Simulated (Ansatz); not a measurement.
# Effective masses and thermopower of monolayer SnS2

Given:

```yaml
crystal:
  lattice:
    - [3.70139, 0.00000, 0.00000]
    - [-1.85069, 3.20549, 0.00000]
    - [0.00000, 0.00000, 18.93629]
  atoms:
    - { symbol: Sn, position: [0.00000, 0.00000, 0.50000] }
    - { symbol: S, position: [0.33333, 0.66667, 0.57808] }
    - { symbol: S, position: [0.66667, 0.33333, 0.42192] }
```

Calculation: HSE06, rigid bands (plane waves, PAW, scalar-relativistic; Ansatz, a quantum-chemistry and plane-wave program). How the cell was made: cell and atoms relaxed with PBE.

```
Quantity                                             Result
----------------------------------------------  -----------
band gap                                            2.38 eV
electron conductivity mass (300 K, dilute)          0.38 mₑ
hole conductivity mass (300 K, dilute)              0.51 mₑ
effective density of states N_c (300 K)         1.4e13 cm⁻²
effective density of states N_v (300 K)         4.7e13 cm⁻²
Seebeck coefficient, n-type 1.9e12 cm⁻², 300 K    -342 μV/K
Seebeck coefficient, p-type 1.9e12 cm⁻², 300 K     440 μV/K
```

Rigid bands; masses and Seebeck coefficients take one relaxation time τ for all states and one kind of carrier; polarons and phonon drag are left out. Spin-orbit coupling is left out; where it splits the top of the valence band, N_v and the p-type Seebeck coefficient come out somewhat high without it. Geometry: cell and atoms relaxed with PBE.
